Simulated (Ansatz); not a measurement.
A self-consistent single point of TaOs3 (P1, 4 atoms in the cell) with Ansatz (a program for electronic structure).

Computed with PBEsol, PAW files made with PBE (plane waves; Ansatz).

The change in words: atoms moved at random. Reference geometry:
```
CELL_PARAMETERS angstrom
      3.91497     0.00000     0.00000
      0.00000     3.91497     0.00000
      0.00000     0.00000     3.91497
ATOMIC_POSITIONS crystal
  Ta 0.00000 0.00000 0.00000
  Os 0.00000 0.50000 0.50000
  Os 0.50000 0.00000 0.50000
  Os 0.50000 0.50000 0.00000
```

Reference input (self-consistent single point, DFT, PBEsol, plane waves, PAW files made with PBE): kpoints.mp_grid.grid = 7 7 7; hamiltonian.xc = pbesol; hamiltonian.pseudopotentials = {kind: paw} (the program's default PAW files); scf.occupations.method = fermi_dirac; scf.occupations.width = 0.1 eV. This run's input differs from it in these lines:

Ansatz 0.2 input:
```diff
@@ -6,6 +6,6 @@
   atoms:
-    - { symbol: Ta, position: [0.00000000, 0.00000000, 0.00000000] }
-    - { symbol: Os, position: [0.00000000, 0.50000000, 0.50000000] }
-    - { symbol: Os, position: [0.50000000, 0.00000000, 0.50000000] }
-    - { symbol: Os, position: [0.50000000, 0.50000000, 0.00000000] }
+    - { symbol: Ta, position: [0.01036000, 0.00437100, 0.00486400] }
+    - { symbol: Os, position: [0.00116100, 0.50597300, 0.48412300] }
+    - { symbol: Os, position: [0.50443700, -0.00073000, 0.50969800] }
+    - { symbol: Os, position: [0.48404200, 0.49038600, 0.00131400] }
 kpoints:
```

Output (repeated stretches shortened):

```
SCF iter   1: F=—  HF=-43567.028322 eV  |F-HF|=—  |Δ(HF+E_count)|=         —  Δρ=1.04e-1  dr2=1.18e1  ethr=3.10e-3  ⟨swp⟩=5.1  Hψ=20728  notcnv=0
all-band conjugate gradients solve this SCF's bands
preconditioner: auto → Kerker (q_TF=auto, 2.736 Å⁻¹)
SCF iter   2: F=—  HF=-43565.419751 eV  |F-HF|=—  |Δ(HF+E_count)|=    1.61e0  Δρ=5.37e-2  dr2=3.24e0  ethr=3.10e-3  ⟨swp⟩=2.0  Hψ=10664  notcnv=0  defer=15
   [... lines left out ...]
SCF iter   4: F=—  HF=-43564.849995 eV  |F-HF|=—  |Δ(HF+E_count)|=   7.18e-3  Δρ=9.26e-4  dr2=1.06e-3  ethr=4.91e-5  ⟨swp⟩=2.7  Hψ=11988  notcnv=0  defer=5
SCF iter   5: F=—  HF=-43564.849772 eV  |F-HF|=—  |Δ(HF+E_count)|=   2.23e-4  Δρ=3.16e-4  dr2=9.07e-5  ethr=1.74e-6  ⟨swp⟩=2.3  Hψ=9016  notcnv=0  defer=5
SCF iter   6: F=—  HF=-43564.849742 eV  |F-HF|=—  |Δ(HF+E_count)|=   3.05e-5  Δρ=5.85e-5  dr2=1.90e-6  ethr=1.49e-7  ⟨swp⟩=2.0  Hψ=8794  notcnv=0  defer=5
SCF iter   7: F=-43564.849741 eV  HF=-43564.849741 eV  |F-HF|=4.18e-8  |Δ(HF+E_count)|=   3.72e-7  Δρ=9.35e-6  dr2=6.68e-8  ethr=1.64e-10  ⟨swp⟩=6.4  Hψ=27140  notcnv=0
SCF 1 converged in 7 iterations: F = -43564.849741 eV  dr2 = 6.68e-8
Free energy (F): -43564.849741 eV
Internal energy: -43564.722255 eV  (E = F + TS)
E sigma→0 (E₀):  -43564.785998 eV
Entropy (-TS):   -0.127486 eV (-31.871 meV/atom)
Fermi energy:    23.242350 eV
--- Forces (eV/Å), atoms counted from 1 ---
  atom   1  Ta    -0.70130418    -0.27785754    -0.33829155
  atom   2  Os    -0.27494988    -0.16958136     0.80307579
  atom   3  Os     0.05013298    -0.05309837    -0.29567132
  atom   4  Os     0.92613460     0.50054236    -0.16910554
--- Stress (GPa, compression-positive) ---
       -4.901550       0.798221      -0.738790
        0.798221      -4.541644       0.002084
       -0.738790       0.002084      -5.020978
  P = ⅓ Tr σ = -4.8214 GPa (-48.214 kbar)
  The stress holds the Pulay correction. Without it, at fixed plane waves, as pw.x and ABINIT print it: P = -4.9027 GPa
```

The run converged in 7 iterations. Against the reference run the free energy rises by 22.7 meV/atom, the pressure goes from -6.08 to -4.82 GPa and the largest force goes from 0.000 to 1.066 eV/Å.

The starting cell comes from a database of computed structures (which also holds hypothetical and non-ambient phases and stackings), without a prior relaxation at this level. For this run, on top of that: atoms moved at random. Spin polarisation is off. With a pressure of about -5 GPa the cell is away from its equilibrium volume at this level. Forces in this geometry exceed 1 eV/Å. Ansatz's pressure includes its estimate of the finite-basis (Pulay) stress.
